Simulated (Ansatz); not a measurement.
## CdS: response to strain

Start from CdS in the wurtzite structure (space group P6_3mc, No. 186; a = 4.074 Å, c = 6.637 Å).

Strains are applied to the cell and any free atomic positions relax.

Calculations: LDA (Ansatz, a first-principles code), no SOC.

```
isotropic strain (%)  band gap (eV)
--------------------  -------------
0                              1.03
0.6                               ?
1.2                            0.95
1.8                            0.91
2.4                            0.87
3                              0.83
```

**Question.** Fit E_g = E₀ + Dε (ε in %) to the rows shown and predict the withheld row.

**Answer.** Least squares on the printed values gives E₀ = 1.03 eV, D = -66.7 meV per % of strain (largest residual 0.00 eV); this predicts 0.99 eV, and the run gives 0.99 eV, in agreement.

Whether these cells are dynamically stable was not tested.
